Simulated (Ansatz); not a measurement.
Native point defects in zinc-blende BN, B-rich limit (Δμ(B) = 0.00 eV, Δμ(N) = -2.35 eV), Fermi level 2.20 eV above the valence-band maximum.

All values below come from PBE, PAW (plane waves to 420 eV; Ansatz, a program for electronic structure). Set-up: 64-site cell; 2×2×2 shifted k-points; host gap 4.46 eV; charged states image-corrected; corrections pass 1 eV, so highly charged states may be off by several tenths; flagged in the runs: for some of the defects a doubtful potential alignment, a strain field that reaches the edge of the cell.

| defect | charge | E_f at the VBM (eV) |
|---|---|---|
| N interstitial started as a split pair with N | +1 | 10.34 |
| N interstitial started as a split pair with N | 0 | 11.38 |
| N interstitial started as a split pair with N | −1 | 14.00 |
| B interstitial | +3 | 5.24 |
| B interstitial | +2 | 7.25 |
| B interstitial | +1 | 7.93 |
| B interstitial | 0 | 11.48 |
| N vacancy (broken-bond start) | +1 | 1.46 |
| N vacancy (broken-bond start) | 0 | 5.21 |

Problem. Which of these defects is cheapest at this Fermi level, each in its lowest charge state (E_f = E_f(VBM) + q E_F)?

Solution. N vacancy (broken-bond start): q = +1, 1.46 + (+1)(2.2) = 3.66 eV; B interstitial: q = +1, 7.93 + (+1)(2.2) = 10.13 eV; N interstitial started as a split pair with N: q = 0, 11.38 + (0)(2.2) = 11.38 eV. Not listed: B on the N site, B vacancy, N vacancy. The cheapest of those listed is N vacancy (broken-bond start).
